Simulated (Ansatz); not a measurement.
Abridged Ansatz (an electronic-structure program) output:

```
Relaxation: its limit of steps is 50 (relax.max_steps)
Pseudopotential: Au, paw, valence charge 19
Crystal: 1 atoms, lattice volume = 16.572 Å³
Basis set: ecut = 420 eV, 331 PW (Γ), exchange–correlation on 40×40×40 points (8 copies of the dense FFT grid, shifted against one another)
Bands: 14, of which v1, the nominal top of the filled ones, is band 10 counted from 1 (9 counted from 0)
Symmetry: 8 space group operations
k-points: 3060 of 21952
Functional: x = slater, c = lda
SCF iter   1: F=—  HF=-12864.957979 eV  |F-HF|=—  |Δ(HF+E_count)|=         —  Δρ=8.10e-3  dr2=6.81e-3  ethr=1.77e-3  ⟨swp⟩=4.7  Hψ=216808  notcnv=0
SCF iter   2: F=—  HF=-12864.956291 eV  |F-HF|=—  |Δ(HF+E_count)|=   1.69e-3  Δρ=3.92e-3  dr2=1.35e-3  ethr=3.58e-5  ⟨swp⟩=1.0  Hψ=67338  notcnv=0
SCF 1 converged in 6 iterations: F = -12864.955823 eV  dr2 = 4.55e-12
relax step   1: F+E_penalty+E_count = -12864.95582290 eV  Δ(F+E_penalty+E_count) = +0.000e0 eV  max|allowed force component| = 0.000e0 eV/Å  Δτ_max = 0.0000 Å  (6 SCF iters, accepted)
SCF converged after 6 iterations
Free energy (F): -12864.955823 eV
Internal energy: -12864.946869 eV  (E = F + TS)
E sigma→0 (E₀):  -12864.951346 eV
Entropy (-TS):   -0.008954 eV (-8.954 meV/atom)
Fermi energy:    21.060292 eV
--- Forces (eV/Å), atoms counted from 1 ---
  atom   1  Au     0.00000000     0.00000000    -0.00000000
--- Stress (GPa, compression-positive) ---
        0.466293      -1.449275       0.000000
       -1.449275       0.466293      -0.000000
        0.000000      -0.000000      -0.036706
  P = ⅓ Tr σ = 0.2986 GPa (2.986 kbar)
--- Relaxed structure (1 steps of the walk, 1 accepted, 0 SCFs on fresh bases) ---
  atoms:
    - { symbol: Au, position: [0.0, 0.0, 0.0] }
```

What was computed, and what are the main results?

Au, 1 atom in the cell, with LDA (Ansatz), no spin-orbit coupling. The last SCF converged to F = -12864.955823 eV, or -12864.9558 eV per atom, at a pressure of 0.30 GPa. The total energy compares only with runs of the same code, potentials and settings.

The cells carry an imposed strain or load. Stability against distortions was not tested. The cell was made from Au in the fcc (Cu type) structure (space group Fm-3m, No. 225) by this change: tensor shear ε_xy = +2.00 %.

Keys are those of Ansatz 0.2.
